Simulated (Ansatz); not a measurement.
We consider AlB2-type MgB2, described by r²SCAN+rVV10 (Ansatz, a program for electronic structure, plane waves, PAW).

Settings: plane-wave cutoff 560 eV, 24×24×16 k mesh (along the axes of the cell as run), Fermi–Dirac smearing 0.05 eV, scalar-relativistic PAW data made under PBE.

Results at a series of volumes:

```
V (Å³/atom)  E − E_lowest (meV/atom)  P (GPa)
-----------  -----------------------  -------
9.134                           7.59     6.59
9.324                           1.84     3.14
9.515                           0.00     0.00
9.705                           1.73    -2.86
9.895                           6.70    -5.48
```

### Question
Estimate the bulk modulus from the pressures at 9.324 and 9.705 Å³/atom, and compare it with a fit to all energies.

### Answer
B = −V dP/dV. Between V = 9.324 and 9.705 Å³/atom, dP/dV = (-2.86 − (3.14))/(9.705 − 9.324) = -15.7 GPa per Å³/atom; at the midpoint 9.514 Å³/atom this gives B ≈ 150 GPa. The third-order Birch–Murnaghan fit gives V0 = 9.515 Å³/atom, B0 = 150 GPa, B′ = 3.6, which lies within 1 % of that estimate.

Shape and atoms are relaxed at each volume.

Measured, for comparison: bulk modulus 151 ± 5 GPa (room temperature, no zero-point or thermal correction, B' fixed at 4, our sources range from 147 to 151; as tabulated in Vogt et al. (2001), arXiv:cond-mat/0102480). Computed (rounded) less measured: bulk modulus -0.7 % (inside the range of the sources held).

Note: the bulk modulus comes from volumes at which shape and atoms were relaxed.
